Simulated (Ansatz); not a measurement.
The parent structure is AlN in the wurtzite structure (space group P6_3mc, No. 186; a = 3.107 Å, c = 4.978 Å). Axes: x lies along a and z along c of the hexagonal cell.

Structures relaxed with r2SCAN in Ansatz (plane waves to 500 eV, PAW, no spin-orbit coupling).

Base:

Simulated powder pattern, Cu Kα1, λ = 1.54056 Å (kinematic, ideal powder, no thermal factors, no anomalous dispersion; the 8 strongest lines at most, above 2 %, up to 2θ = 90°):

```json
[
 {"2θ (°)": "33.27", "I/Imax (%)": "100", "hkl": "(100)"},
 {"2θ (°)": "36.05", "I/Imax (%)": "62", "hkl": "(002)"},
 {"2θ (°)": "37.98", "I/Imax (%)": "94", "hkl": "(101)"},
 {"2θ (°)": "49.87", "I/Imax (%)": "34", "hkl": "(102)"},
 {"2θ (°)": "59.46", "I/Imax (%)": "61", "hkl": "(110)"},
 {"2θ (°)": "66.10", "I/Imax (%)": "54", "hkl": "(103)"},
 {"2θ (°)": "71.54", "I/Imax (%)": "42", "hkl": "(112)"},
 {"2θ (°)": "72.76", "I/Imax (%)": "15", "hkl": "(201)"}
]
```

After one change:

Simulated powder pattern, Cu Kα1, λ = 1.54056 Å (kinematic, ideal powder, no thermal factors, no anomalous dispersion; the 8 strongest lines at most, above 2 %, up to 2θ = 90°):

```csv
2θ (°),I/Imax (%)
33.27,100
37.88,59
38.43,83
51.29,34
59.46,61
68.78,44
72.69,44
73.05,14
```

### Question
What was done to the base?
A. biaxial strain +0.63 %, plane normal [001], relaxed out of plane
B. uniaxial strain ε_zz = −4.66 %
C. uniaxial strain ε_xx = −2.75 %
D. isotropic strain +0.32 %

### Answer
B, uniaxial strain ε_zz = −4.66 %. Its volume per atom is 9.92 Å³ against 10.40 Å³, and its space group is P6_3mc (No. 186).

Stability against distortions was not tested.

Ansatz is an electronic-structure program.
